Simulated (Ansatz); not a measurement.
Results of r²SCAN (Ansatz, a quantum-chemistry and plane-wave program, PAW) for Yb (P6₃/mmc, No. 194, 2 atoms in the cell; start mp-141; another form than the element's usual one).

Run with plane-wave cutoff 560 eV, 18×18×10 k mesh (along the axes of the cell as run), Fermi–Dirac smearing 0.05 eV, no spin polarisation, scalar-relativistic PAW data made under PBE.

Cell (relaxed at this level):

```cif
data_Yb2
_chemical_formula_sum 'Yb2'
_space_group_name_H-M_alt 'P 1'
_space_group_IT_number 1
_cell_length_a 3.65666
_cell_length_b 3.65666
_cell_length_c 6.03319
_cell_angle_alpha 90.000
_cell_angle_beta 90.000
_cell_angle_gamma 120.000
loop_
_space_group_symop_operation_xyz
  'x, y, z'
loop_
_atom_site_label
_atom_site_type_symbol
_atom_site_fract_x
_atom_site_fract_y
_atom_site_fract_z
_atom_site_occupancy
Yb1 Yb 0.66667 0.33333 0.75000 1
Yb2 Yb 0.33333 0.66667 0.25000 1
```

Question: Predict the bulk modulus.

Answer: 
- bulk modulus = 18.9 GPa

Note: the run has no spin polarisation, so it can have missed a magnetic state; the bulk modulus is −V dP/dV from two relaxed cells at ±2 % in volume; the relaxation could not lower the start's symmetry, so the cell can be a saddle point above a distorted one; the 4f shell is treated without U or exact exchange, so its levels and filling can be wrong.

Spin–orbit coupling is not included.

Computed values are for the static lattice.

It cost very roughly 11 core-minutes of CPU time.

A start named mp-… is a Materials Project structure, which need not be a measured phase.
